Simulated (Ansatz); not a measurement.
**Pressure series in La2O3**

Take La₂O₃ (space group P-3m1, No. 164) as the base.

```
La2O3
1.0
    3.94027     0.00000     0.00000
   -1.97014     3.41238     0.00000
    0.00000     0.00000     6.18799
La O
2 3
Cartesian
  0.00000   2.27492   1.53082
  1.97014   1.13746   4.65716
  0.00000   0.00000   0.00000
  0.00000   2.27492   3.99299
  1.97014   1.13746   2.19499
```

Cell and atoms are relaxed at each pressure.

The values are results of Ansatz (an electronic-structure program), PBE, PAW, cutoff 420 eV, spin-orbit coupling left out, not measurements.

```json
[
 {"pressure (GPa)": "-1", "volume per atom (Å³/atom)": "16.798"},
 {"pressure (GPa)": "0", "volume per atom (Å³/atom)": "16.640"},
 {"pressure (GPa)": "0.9", "volume per atom (Å³/atom)": "16.507"},
 {"pressure (GPa)": "2.1", "volume per atom (Å³/atom)": "16.335"},
 {"pressure (GPa)": "4.5", "volume per atom (Å³/atom)": "16.013"},
 {"pressure (GPa)": "9", "volume per atom (Å³/atom)": "15.478"},
 {"pressure (GPa)": "15", "volume per atom (Å³/atom)": "?"},
 {"pressure (GPa)": "22.5", "volume per atom (Å³/atom)": "14.237"},
 {"pressure (GPa)": "30", "volume per atom (Å³/atom)": "13.717"}
]
```

**Question.** Fit the third-order Birch–Murnaghan form P(V) = (3B₀/2)[(V₀/V)^(7/3) − (V₀/V)^(5/3)]·[1 + (3/4)(B₀′ − 4)((V₀/V)^(2/3) − 1)] (squares taken in P) to the rows shown and predict the withheld row.

**Answer.** Least squares on the printed values gives V₀ = 16.643 Å³/atom, B₀ = 108 GPa, B₀′ = 3.8; this predicts 14.871 Å³/atom, and the run gives 14.869 Å³/atom, 0.002 lower.

Load acts through the strain it causes; cell and atoms are relaxed under it. Whether these cells are dynamically stable was not tested. No other phases were tried under pressure.
